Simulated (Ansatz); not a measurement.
Here is the system:

```
GaSe
1.0
    3.76943     0.00000     0.00000
   -1.88472     3.26442     0.00000
    0.00000     0.00000    15.96417
Ga Se
4 4
Direct
  0.33333   0.66667   0.17296
  0.66667   0.33333   0.67296
  0.66667   0.33333   0.82704
  0.33333   0.66667   0.32704
  0.33333   0.66667   0.59560
  0.66667   0.33333   0.09560
  0.66667   0.33333   0.40440
  0.33333   0.66667   0.90440
```

No spin polarisation.

0.982 electrons added to each cell, a density of 5.0×10^21 cm⁻³, with a uniform compensating background at fixed cell and a 300 K Fermi–Dirac width.

The values are results of Ansatz (a program for electronic structure) PBE-D3(BJ), no spin-orbit coupling, earlier PAW set, not measurements. Γ-centred 14×14×3 mesh, Fermi–Dirac width 0.0259 eV.

Task: Predict the Fermi level from band edge and gap between the host's bands.

Result: The Fermi level relative to the doped band's edge (positive inside the band; to 0.05 eV) comes out as +0.75 eV and the gap between the host's bands is 0.87 eV.

Charged cell with a jellium background: band edges are those of the host's band count, energies are not comparable with the neutral cell, and many-body gap narrowing is missing. Whether these cells are dynamically stable was not tested. The cell was made from GaSe in the beta-GaS type structure (space group P6_3/mmc, No. 194; layered, stacked along the Cartesian z axis) by this change: electrons 5.0×10^21 cm⁻³.
